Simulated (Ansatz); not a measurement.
NiCl₂ (R-3m, No. 166), treated with r²SCAN-D4 (Ansatz, an electronic-structure program, PAW).

Run with plane-wave cutoff 500 eV, 14×14×14 k mesh, gaussian smearing 0.02 eV, spin-polarised start, scalar-relativistic PAW data made under PBE.

Cell (relaxed at this level):

```cif
data_Cl2Ni
_chemical_formula_sum 'Ni1 Cl2'
_space_group_name_H-M_alt 'P 1'
_space_group_IT_number 1
_cell_length_a 6.11577
_cell_length_b 6.11577
_cell_length_c 6.11577
_cell_angle_alpha 32.827
_cell_angle_beta 32.827
_cell_angle_gamma 32.827
loop_
_space_group_symop_operation_xyz
  'x, y, z'
loop_
_atom_site_label
_atom_site_type_symbol
_atom_site_fract_x
_atom_site_fract_y
_atom_site_fract_z
_atom_site_occupancy
Ni1 Ni 0.00000 0.00000 0.00000 1
Cl1 Cl 0.25738 0.25738 0.25738 1
Cl2 Cl 0.74262 0.74262 0.74262 1
```

Question: Predict the band gap.

Answer: 
band gap: 2.24 eV (on the SCF k mesh)

Measured, for comparison: band gap 4.7 eV (100 K, zero-point motion not removed, photoconductivity gap, single crystal; the page drops the formulas, order Cl, Br, I taken from the sentence be; as tabulated in Ronda et al. (1987), doi:10.1103/physrevb.35.4038). Computed (rounded) less measured: band gap -2.46 eV.

Note: the magnetic order was assumed, not searched for or taken from measurement; a magnet's gap depends somewhat on the PAW data.

Computed values are for the static lattice.

Computing time: about 5 core-minutes (a rough figure).
